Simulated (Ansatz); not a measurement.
The reference is InP in the zinc blende structure (space group F-43m, No. 216).

Space group F-43m (No. 216); a = b = c = 5.960 Å, α = β = γ = 90.00°

| atom | site | symmetry | x | y | z |
|---|---|---|---|---|---|
| In | 4a | -43m | 0.0000 | 0.0000 | 0.0000 |
| P | 4d | -43m | 0.7500 | 0.7500 | 0.7500 |
(The calculation used a cell of 2 atoms; values per cell refer to that cell.)

Computed with Kohn–Sham DFT with the PBE functional, run in Ansatz (a first-principles code) with PAW and 420 eV plane waves, scalar-relativistic without spin-orbit coupling.

For the base:

| Quantity | Value |
|---|---|
| Hole mass | 0.037, 0.46, 0.46 mₑ (at Γ) |
| Band gap | 0.44 eV |
| Electron mass | 0.037 mₑ (at Γ) |
| Pressure | 0.0 kbar |

Modification: every lattice vector is shortened by 1.00 %, atoms relaxed at fixed cell.

### Question
How does this affect the hole mass, band gap, electron mass and pressure?

### Answer
The hole mass (degenerate bands, along [100]) goes from 0.037, 0.46, 0.46 mₑ (at Γ) to 0.049, 0.45, 0.45 mₑ (at Γ); the band gap rises by 0.165 eV to 0.61 eV; the electron mass changes from 0.037 mₑ (at Γ) to 0.049 mₑ (at Γ); the pressure goes from zero to 19.2 kbar.

The cells carry an imposed strain or load. Masses are band curvatures over ±0.01 Å⁻¹ around the edge. Whether these cells are dynamically stable was not tested.
